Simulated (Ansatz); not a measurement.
Cubic perovskite BaZrO3: cohesive energy by level of theory

No measured value is used here.

```
level (code)           value (eV/atom)  cell (Å³/atom)
---------------------  ---------------  --------------
LDA (Ansatz)                      7.87           14.27
PBE (Ansatz)                      6.77           15.11
r²SCAN (Ansatz)                   6.85           14.87
PBE0 (Ansatz)                     6.56           14.73
Hartree–Fock (Ansatz)       (withheld)           15.14
```

Question: Complete the blanks.

Answer: 
- Hartree–Fock (Ansatz, a quantum-chemistry and plane-wave program), value (eV/atom): 4.68

Density-functional levels without +SOC have no spin–orbit coupling, which shifts binding energies of heavy elements. LDA, PBE, r²SCAN, PBE0, Hartree–Fock: the relaxation could not lower the start's symmetry, so the cell can be a saddle point above a distorted one. PBE0, Hartree–Fock: the free atom's electronic state is in doubt. Each level is taken at its own relaxed cell. Cutoffs and k meshes differ between the levels. Ansatz's density-functional and Hartree–Fock values are scalar-relativistic unless marked +SOC, with PAW data made under PBE.
